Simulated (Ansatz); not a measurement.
Start from HgTe in the zinc blende structure (space group F-43m, No. 216; a = 6.573 Å). Axes: x, y, z lie along the cube axes.

Calculations: r2SCAN in Ansatz (plane waves to 500 eV, PAW, no SOC).

Strains are applied to the cell and any free atomic positions relax.

One change was made to it. Results:

The pressure (mean of the normal stresses, compression positive) goes from zero to 0.8 GPa; the energy increases by 2.3 meV/atom.

**Question.** What was done to the base?
(A) uniaxial strain ε_zz = −1.00 %
(B) uniaxial strain ε_zz = −0.50 %
(C) uniaxial strain ε_zz = −2.00 %

**Answer.** C, uniaxial strain ε_zz = −2.00 %. For comparison, the energy relative to the base in the other runs: uniaxial strain ε_zz = −1.00 % gives +0.6 meV/atom; uniaxial strain ε_zz = −0.50 % gives +0.1 meV/atom.

Whether these cells are dynamically stable was not tested. The final runs are not spin-polarised. Gaps under 0.05 eV, about the width of the smearing, are given as zero.

Ansatz is a program for electronic structure.
